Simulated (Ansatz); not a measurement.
**Hypothetical rock salt SbP: isotropic strain +0.22 %**

Base system: SbP in the rock salt structure (space group Fm-3m, No. 225; a = 5.600 Å; a hypothetical phase, not in the database extracts checked; relaxed with 0.1 eV smearing).

Modification: an isotropic linear strain of +0.22 %, atoms relaxed at fixed cell.

The values are results of r2SCAN (Ansatz, an electronic-structure program; PAW; 500 eV plane waves; without spin-orbit coupling), not measurements. Γ-centred 18×18×18 mesh, Fermi–Dirac width 0.1 eV.

Volume per atom: 22.10 Å³ (base 21.96 Å³)
Space group: Fm-3m (No. 225) (base Fm-3m (No. 225))
Shortest interatomic distance: 2.806 Å (base 2.800 Å)
Energy relative to the base (free energy F): +0.2 meV/atom
Pressure: -0.5 GPa (base 0.0 GPa)
Band gap: zero (base zero)

Whether these cells are dynamically stable was not tested. All final runs are without spin polarisation.
